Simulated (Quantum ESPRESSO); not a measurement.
Checking a run of Quantum ESPRESSO on YBPd3 (Pm-3m, 5 atoms in the cell). The aim is a self-consistent single point with DFT, PBEsol, plane waves, GBRV 1.5 ultrasoft (PBESOL) pseudopotentials.

Cell that was meant: a = 4.4115 Å, b = 4.4115 Å, c = 4.4115 Å, α = 90.00°, β = 90.00°, γ = 90.00°.

Part of the input:

```fortran
   occupations = 'smearing'
   smearing = 'gauss'
   degauss = 0.0036749
   nbnd = 31
/
&ELECTRONS
   conv_thr = 1.0d-10
```

Log, with long lists cut:

```
     G-vector sticks info
     --------------------
     sticks:   dense  smooth     PW     G-vecs:    dense   smooth      PW
   [... lines left out ...]
        k(    2) = (   0.0000000   0.0000000   0.1000000), wk =   0.0120000
        k(    3) = (   0.0000000   0.0000000   0.2000000), wk =   0.0120000
   [... 53 lines left out ...]

     Dense  grid:    56019 G-vectors     FFT dimensions: (  48,  48,  48)

     Smooth grid:    19837 G-vectors     FFT dimensions: (  36,  36,  36)

     Initial potential from superposition of free atoms

     starting charge      60.4956, renormalised to      62.0000

     negative rho (up, down):  2.373E-01 0.000E+00
     Self-consistent Calculation

     iteration #  1     ecut=    40.00 Ry     beta= 0.70

     negative rho (up, down):  2.305E-01 0.000E+00

     total energy              =    -687.89900891 Ry
     estimated scf accuracy    <      10.97583655 Ry

     iteration #  2     ecut=    40.00 Ry     beta= 0.70

     negative rho (up, down):  2.405E-01 0.000E+00

     total energy              =    -693.57031428 Ry
     estimated scf accuracy    <      21.24035277 Ry

     iteration #  3     ecut=    40.00 Ry     beta= 0.70

     negative rho (up, down):  2.412E-01 0.000E+00

     total energy              =    -695.08632388 Ry
     estimated scf accuracy    <       2.43589486 Ry

   [... 17 blocks of this kind left out ...]

     iteration # 21     ecut=    40.00 Ry     beta= 0.70

     negative rho (up, down):  2.422E-01 0.000E+00

     total energy              =    -695.13045909 Ry
     estimated scf accuracy    <          2.4E-10 Ry

     iteration # 22     ecut=    40.00 Ry     beta= 0.70
     c_bands:  1 eigenvalues not converged

     negative rho (up, down):  2.422E-01 0.000E+00
     End of self-consistent calculation

     the Fermi energy is    14.9576 ev

!    total energy              =    -695.13045909 Ry
     estimated scf accuracy    <          4.1E-11 Ry
     smearing contrib. (-TS)   =      -0.00000000 Ry
     internal energy E=F+TS    =    -695.13045909 Ry

     convergence has been achieved in  22 iterations

     negative rho (up, down):  2.422E-01 0.000E+00

     Forces acting on atoms (cartesian axes, Ry/au):

     atom    1 type  1   force =     0.00000000    0.00000000    0.00000000
   [... zero for the other atoms too ...]

     Total force =     0.000000     Total SCF correction =     0.000000

     negative rho (up, down):  2.422E-01 0.000E+00
          total   stress  (Ry/bohr**3)                   (kbar)     P=     -129.78
  -0.00088226   0.00000000   0.00000000         -129.78        0.00        0.00
   0.00000000  -0.00088226   0.00000000            0.00     -129.78        0.00
   0.00000000   0.00000000  -0.00088226            0.00        0.00     -129.78

   JOB DONE.
```

Is this run sound? If not, what is wrong?

The run is not sound. The fault is too few bands. The band count has to hold all valence electrons, and a smeared run needs empty bands on top for the tail of the occupations. To fix it, raise the band count or leave it to the default. The run converged in 22 iterations without an error; against the sound input the free energy goes up by 23.2 meV/atom and the pressure goes from -13.13 to -12.98 GPa. The full log also holds: “c_bands:  1 eigenvalues not converged”.

The sound input it was made from differs as follows (other fixes are possible):
```diff
-   nbnd = 31
```

With that input, the run converged in 14 iterations: free energy E − TS -9457.8476 eV; Fermi level (on the code's own zero) 14.29 eV; pressure -13.13 GPa (DFT, PBEsol, plane waves, GBRV 1.5 ultrasoft (PBESOL) pseudopotentials).

On the sound input: the starting cell comes from a database of computed structures (which also holds hypothetical and non-ambient phases and stackings), without a prior relaxation at this level. Its lattice was rescaled by a random factor within 2.5 % of one. Spin polarisation is off. With a pressure of about -13 GPa the cell is away from its equilibrium volume at this level.
